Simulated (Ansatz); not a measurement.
# Si (model structure, started from the Ge type, P4₃2₁2, No. 96, 12 atoms in the cell)

Level of theory: r²SCAN in Ansatz (plane waves, PAW).

Numerical settings: plane-wave cutoff 560 eV, 6×6×6 k mesh, Fermi–Dirac smearing 0.01 eV, scalar-relativistic PAW data made under PBE.

Cell (relaxed with PBEsol):

Si is taken in the tetragonal space group P4₃2₁2 (No. 96), Pearson symbol tP12. Conventional cell: a = b = 5.634 Å, c = 6.725 Å, α = β = γ = 90.00°. Si1 on 4a has 4 Si at 2.360–2.371 Å. Si2 on 8b has 4 Si at 2.360–2.378 Å. (Neighbours: up to the widest gap in distance over summed covalent radii, below 1.35, at either atom.)

```json
{
 "band_gap": "1.36 eV (indirect)",
 "smallest_direct_gap_on_the_k_points_sampled": "1.69 eV"
}
```

Note: the relaxation could raise the start's symmetry but not lower it, so the cell can be a saddle point; cell and atoms aren't relaxed at this level (largest force component 0.17 eV/Å, pressure 1.6 GPa).

Computed values are for the static lattice.

It cost roughly 60 core-seconds of CPU time.

A model structure was made by putting elements into a prototype or built by hand; it is no filed structure, need not be a known phase, and can be a saddle point held by its symmetry.

Ansatz is an electronic-structure program.
